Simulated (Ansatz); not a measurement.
The starting structures come from a database of crystals and need not be the phases stable at ambient conditions.

Consider the following.

```xyz
17
Lattice="4.7479 0.0000 0.0000 0.0000 10.6071 0.0000 0.0000 5.3036 3.0620" Properties=species:S:1:pos:R:3 pbc="T T T"
Sn     0.0000     0.0000     0.0000
H      0.4789     7.0714     0.0000
H      4.2689     8.8393     3.0620
H      1.8734     6.5888     0.8358
H      2.8745     9.3218     2.2262
H      1.8734    13.3401     3.0620
H      2.8745     7.8741     3.0620
H      1.8734    11.8924     2.2262
H      2.8745     4.0183     0.8358
N      1.5076     7.0714     0.0000
N      3.2403     8.8393     3.0620
F      1.1152     9.7778     1.4365
F      3.6327     6.1329     1.6255
F      1.1152     6.9623     3.0620
F      3.6327     8.9484     0.0000
F      1.1152     4.4742     1.6255
F      3.6327    11.4365     1.4365
```

Space group of this cell: P-3m1. The cell was relaxed by PBE-D3(BJ); by r2SCAN its mean pressure is -3.3 GPa.

Transport runs along the normal of the first two printed cell vectors, the (110) plane of the conventional cell.

The gap is the functional's own, uncorrected, and κ follows it; spin-orbit coupling is left out. Mid-gap values are interpolated between the computed energies.

**Question.** Predict the band gap and the smallest decay constant κ at mid-gap from r2SCAN (Ansatz, a program for electronic structure).

**Answer.** Gap 6.00 eV on a 6×10×10 mesh; κ = 0.512 1/Å, at the zone centre.
